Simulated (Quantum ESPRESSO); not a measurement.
A working Quantum ESPRESSO input for Rb₂CuSbBr₆ (Fm-3m, 10 atoms in the cell) (DFT, PBEsol, plane waves, PseudoDojo standard norm-conserving (PBESOL) pseudopotentials):

```fortran
&control
  calculation = 'scf'
  prefix = 'run'
  outdir = './work'
  pseudo_dir = './'
  tprnfor = .true.
  tstress = .true.
/
&system
  ibrav = 2
  celldm(1) = 20.6878183233
  nat = 10
  ntyp = 4
  ecutwfc = 95
  occupations = 'smearing'
  smearing = 'gauss'
  degauss = 0.00147
/
&electrons
  conv_thr = 1e-10
/
ATOMIC_SPECIES
Rb    85.4678  Rb.upf
Cu    63.5460  Cu.upf
Sb   121.7600  Sb.upf
Br    79.9040  Br.upf
ATOMIC_POSITIONS crystal
Rb    0.7500000000    0.7500000000    0.7500000000
Rb    0.2500000000    0.2500000000    0.2500000000
Cu    0.5000000000    0.5000000000    0.5000000000
Sb    0.0000000000    0.0000000000    0.0000000000
Br    0.7418000000    0.2582000000    0.2582000000
Br    0.2582000000    0.7418000000    0.7418000000
Br    0.2582000000    0.7418000000    0.2582000000
Br    0.7418000000    0.2582000000    0.7418000000
Br    0.2582000000    0.2582000000    0.7418000000
Br    0.7418000000    0.7418000000    0.2582000000
K_POINTS automatic
2 2 2  0 0 0
```

The run converged in 14 iterations: free energy E − TS -11672.4786 eV; top of the valence band (on the code's own zero) 4.59 eV; gap on the k-point mesh 0.16 eV; pressure -1.15 GPa; largest force (vector length) 0.039 eV/Å. Each of these slips is then made, one at a time:

(1)
```diff
-  degauss = 0.00147
+  degauss = 0.3
```

(2)
```diff
-Br    0.7418000000    0.7418000000    0.2582000000
+Br1    0.7418000000    0.7418000000    0.2582000000
```

(3)
```diff
-  celldm(1) = 20.6878183233
+  celldm(1) = 10.9475235907
```

Problem. How does each altered input end?

Solution. 
(1) A smearing width that is far too large. The run converged in 27 iterations without an error; against the sound input the free energy goes down by 1.25 eV/atom, the pressure goes from -1.15 to 4.56 GPa and the largest force goes from 0.039 to 0.885 eV/Å. The full log also holds: “c_bands:  2 eigenvalues not converged” and “c_bands:  1 eigenvalues not converged”.

(2) An atom label that is not in the list of species. The program stopped before any SCF iteration.
```
Error in routine read_cards (10):
species Br1 in ATOMIC_POSITIONS is nonexistent
```

(3) Cell lengths in the wrong unit (bohr against Å). The run converged in 11 iterations without an error; against the sound input the free energy rises by 54.7 eV/atom, the pressure goes from -1.15 to 3392 GPa and the largest force goes from 0.039 to 3.866 eV/Å.

The starting cell comes from a database of computed structures (which also holds hypothetical and non-ambient phases and stackings), without a prior relaxation at this level. Its lattice was rescaled by a random factor within 2.5 % of one. Spin-orbit coupling is off. Spin polarisation is off, so a magnetic state, if there is one, cannot be reached.

Left out of this page: 3 runs of the series outside the window shown, repeating another row's setting, or not comparable.
